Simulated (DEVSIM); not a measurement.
## Schottky contact on n-type GaSb

System: Schottky contact on n-type GaSb, at 250 K.

```tsv
layer (left to right)	material	thickness (μm)	Nd (cm⁻³)	τn (s)	τp (s)
1	GaSb	0.550	6.3e15	2.7e-8	2.7e-8
```

Left contact: Schottky, work function 4.64 eV, emission velocity 2.2e6 cm/s. Right contact: ohmic. Voltage is applied to the left contact. Recombination: SRH at mid-gap, radiative, Auger. Mobility is μmin + (μ − μmin)/(1 + (N/Nref)^α).

This is a model device: material constants are rounded textbook-type values typed into the input, and sizes, dopings and lifetimes were drawn at random. Values at 300 K; Nc and Nv go as T^1.5, mobilities as T to minus their exponent, the gap by Varshni's rule with the affinity fixed.

```csv
parameter,GaSb
gap (eV),0.726
affinity (eV),4.06
permittivity,15.7
Nc (cm⁻³),2.1e17
Nv (cm⁻³),1.8e19
μn (cm²/Vs),5000
μp (cm²/Vs),850
"μn,min",1000
"μp,min",190
"Nref,n",2.8e17
"Nref,p",9e17
αn,1.05
αp,0.65
T exponent of μn,2
T exponent of μp,1.7
B (cm³/s),1e-10
Cn (cm⁶/s),5e-30
Cp (cm⁶/s),5e-30
Varshni α (eV/K),0.00042
Varshni β (K),140
```

DEVSIM, 1D drift-diffusion, Boltzmann statistics, complete ionisation; no tunnelling, impact ionisation, image-force lowering or self-heating. Metal contacts follow the ideal Schottky-Mott rule: no Fermi-level pinning, no interface dipoles.

```
Item                                               Result
---------------------------------------------  ----------
Potential step across the device at zero bias     0.510 V
Largest field in the device at zero bias       27000 V/cm
Dark forward voltage at 1 A/cm²                   0.339 V
Dark forward voltage at 100 A/cm²                 0.440 V
```

Dark forward current:

```tsv
V (V)	J (A/cm²)
0.05	2.9e-6
0.10	2.3e-5
0.15	0.00020
0.20	0.0018
0.25	0.017
0.30	0.17
0.35	1.7
0.40	17
0.45	160
0.50	1200
0.55	5200
```

Dark reverse current:

```csv
V (V),J (A/cm²)
-0.20,-1.7e-6
-0.50,-3.2e-6
-1.00,-5.2e-6
-1.50,-6.6e-6
-2.00,-7.6e-6
-3.00,-9.2e-6
-4.00,-1.1e-5
```
